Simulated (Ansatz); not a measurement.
# TiGe (model structure, started from the TiAs type, P6₃/mmc, No. 194, 8 atoms in the cell)

The numbers are results of PBE-D3(BJ) (Ansatz, a first-principles code, PAW), not measurements.

Settings: plane-wave cutoff 500 eV, 12×12×4 k mesh (along the axes of the cell as run), Fermi–Dirac smearing 0.05 eV, no spin polarisation, scalar-relativistic PAW data made under PBE.

Cell (relaxed at this level):

```
CELL_PARAMETERS angstrom
      3.49873     0.00000     0.00000
     -1.74937     3.02999     0.00000
      0.00000     0.00000    12.79704
ATOMIC_POSITIONS crystal
  Ti 0.33333 0.66667 0.12040
  Ti 0.66667 0.33333 0.62040
  Ti 0.66667 0.33333 0.87960
  Ti 0.33333 0.66667 0.37960
  Ge 0.00000 0.00000 0.00000
  Ge 0.00000 0.00000 0.50000
  Ge 0.33333 0.66667 0.75000
  Ge 0.66667 0.33333 0.25000
```

| Item | Result |
|---|---|
| band gap | zero (no gap) |

Note: the relaxation could raise the start's symmetry but not lower it, so the cell can be a saddle point.

Spin–orbit coupling is not included.

Computed values are for the static lattice.

A model structure was made by putting elements into a prototype or built by hand; it is no filed structure, need not be a known phase, and can be a saddle point held by its symmetry.
